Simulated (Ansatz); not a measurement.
## L1₂ (Cu3Au-type) Pt₃Ti

All values below come from HSE06 (Ansatz, an electronic-structure program, PAW).

Run with plane-wave cutoff 500 eV, 6×6×6 k mesh, Fermi–Dirac smearing 0.1 eV, no spin polarisation, scalar-relativistic PAW data made under PBE.

Cell (relaxed at this level):

```
CELL_PARAMETERS angstrom
      3.90863     0.00000     0.00000
      0.00000     3.90863     0.00000
      0.00000     0.00000     3.90863
ATOMIC_POSITIONS crystal
  Ti 0.00000 0.00000 0.00000
  Pt 0.00000 0.50000 0.50000
  Pt 0.50000 0.00000 0.50000
  Pt 0.50000 0.50000 0.00000
```

* **volume per atom**: 14.93 Å³/atom
* **lattice constant a**: 3.909 Å

Measured, for comparison: equilibrium volume per atom 15.01 Å³/atom, lattice constant a 3.916 Å (temperature not stated, not corrected to a static lattice; as tabulated in Molecular Dynamics Simulations of PtTi High-Temperature Shape Memory Alloys …). Computed (rounded) less measured: equilibrium volume per atom -0.5 %, lattice constant a -0.2 %. A static lattice is as a rule a little smaller and stiffer than an uncorrected measurement, which narrows the difference in the equilibrium volume per atom and would widen misses of the other sign.

Note: exact exchange on metals is sensitive to the k mesh and can open a false gap; the run warned that the count of filled bands differs between k points.

Spin–orbit coupling is not included.
